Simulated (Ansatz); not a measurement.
Start from InAs in the zinc blende structure (space group F-43m, No. 216; a = 6.087 Å). Axes: x, y, z lie along the cube axes.

All numbers come from Ansatz (a program for electronic structure), PBEsol, PAW, cutoff 420 eV, no SOC.

Before the change:

- Pressure: 0.0 GPa
- Shortest interatomic distance: 2.636 Å

The change: biaxial strain +1.25 %, plane normal [111], relaxed out of plane (Cartesian); in-plane vectors clamped, the third vector and the atoms free.

Q: What does the calculation give for the energy relative to the base after the change?

A: The energy increases by 3.1 meV/atom.

Q: Estimate the effect on the pressure.

A: The pressure (mean of the normal stresses, compression positive) goes from zero to -0.9 GPa.

Q: Estimate the effect on the shortest interatomic distance.

A: The shortest interatomic distance increases by 0.003 Å (2.636 Å → 2.639 Å).

Whether these cells are dynamically stable was not tested. All final runs are without spin polarisation. Gaps under 0.05 eV, about the width of the smearing, are given as zero.
